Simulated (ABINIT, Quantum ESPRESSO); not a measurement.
A Quantum ESPRESSO input for a self-consistent single point of GaCu3 (P6_3/mmc, 8 atoms in the cell) (DFT, LDA (PZ), plane waves, PSlibrary ultrasoft (LDA) pseudopotentials):

```fortran
&control
   calculation = 'scf'
   prefix = 'GaCu3'
   outdir = './work'
   pseudo_dir = './'
   tprnfor = .true.
   tstress = .true.
/
&system
   ibrav = 4
   celldm(1) = 9.74605488
   celldm(3) = 0.8146058153
   nat = 8
   ntyp = 2
   ecutwfc = 70
   ecutrho = 420
   occupations = 'smearing'
   smearing = 'gaussian'
   degauss = 0.0073499
/
&electrons
   conv_thr = 1.0d-9
/
ATOMIC_SPECIES
Ga    69.7230  Ga.pz-dn-rrkjus_psl.1.0.0.UPF
Cu    63.5460  Cu.pz-dn-rrkjus_psl.1.0.0.UPF
ATOMIC_POSITIONS angstrom
Ga    0.00000000    2.97762059    3.15093000
Ga    2.57869507    1.48881029    1.05031000
Cu    0.00000000    1.47736134    1.05031000
Cu    2.57869507    2.98906954    3.15093000
Cu    3.87795769    0.73868067    3.15093000
Cu   -1.29926262    3.72775021    1.05031000
Cu    1.29926262    3.72775021    1.05031000
Cu    1.27943245    0.73868067    3.15093000
K_POINTS automatic
5 5 5  0 0 0
```

Give the ABINIT input for the same structure, mesh, smearing and functional.

This is the input that was run; spellings and numerical settings could be chosen otherwise.

```
# GaCu3, JTH v2.0 LDA PAW
pp_dirpath "./"
pseudos "Ga.LDA_PW-JTH.xml, Cu.LDA_PW-JTH.xml"
acell 3*1.0 Angstrom
rprim
         5.1573901402   -0.0000000325    0.0000000000
        -2.5786950419    4.4664308949    0.0000000000
         0.0000000000    0.0000000000    4.2012400000
natom 8
ntypat 2
znucl 31 29
typat 1 1 2 2 2 2 2 2
xcart
         0.0000000355    5.6268874101    5.9543947379
         4.8730274591    2.8134436743    1.9847982460
         0.0000000176    2.7918083230    1.9847982460
         4.8730274770    5.6485227615    5.9543947379
         7.3282779614    1.3959041153    5.9543947379
        -2.4552504668    7.0444269692    1.9847982460
         2.4552505556    7.0444269382    1.9847982460
         2.4177769390    1.3959041462    5.9543947379
ecut 30
pawecutdg 60
ixc 7
occopt 7
tsmear 0.00367493
nband 87
kptopt 1
ngkpt 5 5 5
nshiftk 1
shiftk 0 0 0
nstep 80
tolvrs 1.0e-12
prtwf 0
prtden 0
enunit 1
```

Basis settings and potentials, where a program has them, do not carry over. This input uses DFT, LDA (PW92), plane waves, PAW (JTH v2.0 LDA PAW). LDA parametrisations can differ slightly between programs.

The starting cell comes from a database of computed structures (which also holds hypothetical and non-ambient phases and stackings), without a prior relaxation at this level.
